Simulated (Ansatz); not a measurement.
Abridged Ansatz (a quantum-chemistry and plane-wave program) output:

```
Pseudopotential: Si, paw, valence charge 4
Pseudopotential: O, paw, valence charge 6
Crystal: 6 atoms, lattice volume = 46.747 Å³
Basis set: ecut = 500 eV, 1177 PW (Γ), exchange–correlation on 128×128×80 points (64 copies of the dense FFT grid, shifted against one another)
Bands: 22, of which v1, the nominal top of the filled ones, is band 16 counted from 1 (15 counted from 0)
Symmetry: 16 space group operations
k-points: 105 of 768
Functional: x = r2scan, c = r2scan; τ floored in thin density (d = 2e-4 eV/Å³)
SCF iter   1: F=—  HF=-3559.039677 eV  |F-HF|=—  |Δ(HF+E_count)|=         —  Δρ=1.17e-2  dr2=5.86e-2  dr2_τ=5.22e-1  ethr=1.77e-3  ⟨swp⟩=6.2  Hψ=12807  notcnv=0  defer=2
SCF iter   2: F=—  HF=-3559.336154 eV  |F-HF|=—  |Δ(HF+E_count)|=   2.96e-1  Δρ=6.40e-3  dr2=7.25e-3  dr2_τ=1.52e-3  ethr=1.83e-4  ⟨swp⟩=3.0  Hψ=5633  notcnv=0  defer=181
SCF 1 converged in 8 iterations: F = -3559.337041 eV  dr2 = 6.03e-11
SCF converged after 8 iterations
Free energy (F): -3559.337041 eV
Internal energy: -3559.337041 eV  (E = F + TS)
E sigma→0 (E₀):  -3559.337041 eV
Fermi energy:    13.389688 eV
--- Forces (eV/Å), atoms counted from 1 ---
  atom   1  Si    -0.00000000    -0.00000000    -0.00000000
  atom   2  Si     0.00000000    -0.00000000    -0.00000000
  atom   3  O     -0.00002928    -0.00002928     0.00000000
  atom   4  O     -0.00002928     0.00002928     0.00000000
  atom   5  O      0.00002928    -0.00002928    -0.00000000
  atom   6  O      0.00002928     0.00002928    -0.00000000
--- Stress (GPa, compression-positive) ---
        0.000125       0.000000       0.000000
        0.000000       0.000125       0.000000
        0.000000       0.000000      -0.000499
  P = ⅓ Tr σ = -0.0001 GPa (-0.001 kbar)
```

Problem. What was computed, and what are the main results?

Solution. SiO2, 6 atoms in the cell, with r2SCAN in Ansatz (plane waves to 500 eV, PAW, no spin-orbit coupling). The last SCF converged to F = -3559.337041 eV, or -593.2228 eV per atom, at a pressure of 0.00 GPa. The total energy compares only with runs of the same code, potentials and settings.

Stability against distortions was not tested. The cell was made from SnO2 by this change: Sn → Si.
